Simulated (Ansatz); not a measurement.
We consider ZnIn2O4 (model structure, started from the spinel type, Fd-3m, No. 227, 14 atoms in the cell), described by PBE0 in Ansatz (PAW).

Numerical settings: plane-wave cutoff 460 eV, 4×4×4 k mesh, Fermi–Dirac smearing 0.01 eV, scalar-relativistic PAW data made under PBE.

Cell (relaxed with PBEsol):

```
In2ZnO4
1.0
    0.00000     4.46076     4.46076
    4.46076     0.00000     4.46076
    4.46076     4.46076     0.00000
In Zn O
4 2 8
Cartesian
  5.57595   5.57595   5.57595
  5.57595   3.34557   3.34557
  3.34557   5.57595   3.34557
  3.34557   3.34557   5.57595
  2.23038   2.23038   2.23038
  0.00000   0.00000   0.00000
  7.75595   7.75595   7.75595
  7.75595   5.62633   5.62633
  5.62633   7.75595   5.62633
  5.62633   5.62633   7.75595
  3.39595   3.39595   3.39595
  3.39595   5.52557   5.52557
  5.52557   3.39595   5.52557
  5.52557   5.52557   3.39595
```

Question: Predict the band gap and smallest direct gap on the k points sampled.

Answer: 
band gap: 3.64 eV (on the SCF k mesh)
smallest direct gap on the k points sampled: 3.66 eV

Note: the relaxation could raise the start's symmetry but not lower it, so the cell can be a saddle point; cell and atoms aren't relaxed at this level (largest force component 0.18 eV/Å, pressure -0.5 GPa).

Spin–orbit coupling is not included.

The computed numbers hold no vibrational or temperature effects.

A model structure was made by putting elements into a prototype or built by hand; it is no filed structure, need not be a known phase, and can be a saddle point held by its symmetry.

Ansatz is a program for electronic structure.
